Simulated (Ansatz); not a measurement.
A relaxation of cell and atoms of Fe3Ge (Pm-3m, 4 atoms in the cell) with Ansatz (a program for electronic structure).

Method of the run: PBEsol, default PAW files made with PBE (plane waves; Ansatz).

The change in words: atoms on their sites; basis.ecutwfc: 420 eV → 210 eV; relax: default → cell and atoms. Reference geometry:
```yaml
crystal:
  lattice:
    - [3.64952, 0.00000, 0.00000]
    - [0.00000, 3.64952, 0.00000]
    - [0.00000, 0.00000, 3.64952]
  atoms:
    - { symbol: Fe, position: [0.01370, 0.50000, 0.50000], spin: 4.0 }
    - { symbol: Fe, position: [0.50000, 0.00000, 0.50000], spin: 4.0 }
    - { symbol: Fe, position: [0.50000, 0.50000, 0.00000], spin: 4.0 }
    - { symbol: Ge, position: [0.00000, 0.00000, 0.00000] }
```
(The spins are starting values, not results.)

Reference input (self-consistent single point, DFT, PBEsol, plane waves, default PAW files made with PBE): basis.ecutwfc = 420 eV; kpoints.mp_grid.grid = 5 5 5; hamiltonian.xc = pbesol; hamiltonian.pseudopotentials = {kind: paw} (the program's default PAW files); magnetization.spin_polarized = true; scf.occupations.method = gaussian; scf.occupations.width = 0.1 eV. This run's input differs from it in these lines:

Ansatz 0.2 input:
```diff
@@ -7,3 +7,3 @@
   atoms:
-    - { symbol: Fe, position: [0.013700, 0.500000, 0.500000], spin: 4.0 }
+    - { symbol: Fe, position: [0.000000, 0.500000, 0.500000], spin: 4.0 }
     - { symbol: Fe, position: [0.500000, 0.000000, 0.500000], spin: 4.0 }
@@ -12,3 +12,3 @@
 basis:
-  ecutwfc: 420.0
+  ecutwfc: 210.0
 kpoints:
@@ -26,2 +26,4 @@
     width: 0.1
+relax:
+  cell: {}
 output:
```

Output, abridged:

```
   [... SCF lines of the steps left out ...]
relax step   1: F+E_penalty+E_count = -17559.06175919 eV  Δ(F+E_penalty+E_count) = +0.000e0 eV  max|allowed force component| = 3.100e-28 eV/Å  Δτ_max = 0.0000 Å  P = +3.367 GPa  Ω = 48.608 Å³  (12 SCF iters, dr2 threshold 1.00e-7 eV, accepted)
relax step   2: F+E_penalty+E_count = -17556.37918991 eV  Δ(F+E_penalty+E_count) = +2.683e0 eV  max|allowed force component| = 2.876e-29 eV/Å  Δτ_max = 0.0000 Å  P = -31.469 GPa  Ω = 49.265 Å³  energy of the carried Pulay correction = -2.625e0 eV  [...]
   [... lines left out ...]
relax step 120: F+E_penalty+E_count = -17559.42475002 eV  Δ(F+E_penalty+E_count) = -6.440e-2 eV  max|allowed force component| = 1.525e-29 eV/Å  Δτ_max = 0.0000 Å  P = +0.004 GPa  Ω = 49.027 Å³  energy of the carried Pulay correction = +6.436e-2 eV  [...]
relax step 121: F+E_penalty+E_count = -17559.42475002 eV  Δ(F+E_penalty+E_count) = -7.276e-12 eV  max|allowed force component| = 2.051e-29 eV/Å  Δτ_max = 0.0000 Å  P = -1.612 GPa  Ω = 49.027 Å³  stress off target by 1.61e0 GPa  SCF on the basis [...]
basis re-selected at this cell: Δ(F+E_penalty+E_count) = -7.276e-12 eV, ΔP = -1.615 GPa vs the last step
   [... lines left out ...]
Absolute magnetization: 8.0613 μB (∫|ρ↑−ρ↓|, with the PAW one-centre terms)
Free energy (F): -17559.424750 eV
Fermi energy:    17.404424 eV
Error: variable-cell relaxation did not converge after 121 `relax_step` rows, as none of its last 57 fresh-basis SCF(s) at a relaxed cell met both thresholds with a finite energy. The last misses `relax.cell.stress_tol`: largest allowed force component 2.05e-29 eV/Å (`relax.f_tol` 1.00e-2 eV/Å), stress off the target on the free part of the cell 1.61e0 GPa (`relax.cell.stress_tol` 5.00e-2 GPa), F+E_penalty+E_count -17559.42475002 eV. The closest is row 50, whose structure comes with this error. Larger ratio of force or stress to its threshold at each such SCF whose figures are numbers: 23.123, 42.472, 68.394, 20.468, 37.598, 77.977, 3.246, 5.985, 11.076, 20.469, 37.750, 77.679, [...]
   [... lines left out ...]
to start a new deck from the relaxed geometry:
  cell:  # Å, volume = 48.6982 Å³
    - [3.6517773183825892, -1.0687908102836458e-33, -5.017950284790181e-34]
    - [-1.0366919778771923e-33, 3.6517773183825892, 1.0251564599811223e-33]
    - [-5.017950284790181e-34, 1.0251564599811223e-33, 3.6517773183825892]
  atoms:
    - { symbol: Fe, position: [-4.3619520068704633e-47, 0.5, 0.5] }
    - { symbol: Fe, position: [0.5, 3.2073176521106348e-49, 0.5] }
    - { symbol: Fe, position: [0.5, 0.5, 2.6727647100921956e-48] }
    - { symbol: Ge, position: [-7.152530625864679e-47, -2.4029253172957354e-47, -3.8903017165581144e-48] }
```

The relaxation ended unconverged. 

The starting cell comes from a database of computed structures (which also holds hypothetical and non-ambient phases and stackings), without a prior relaxation at this level. Its lattice was rescaled by up to half a per cent. The cutoff lies below the one recommended for these files.

Cost on one core of a shared machine: roughly 2 min.
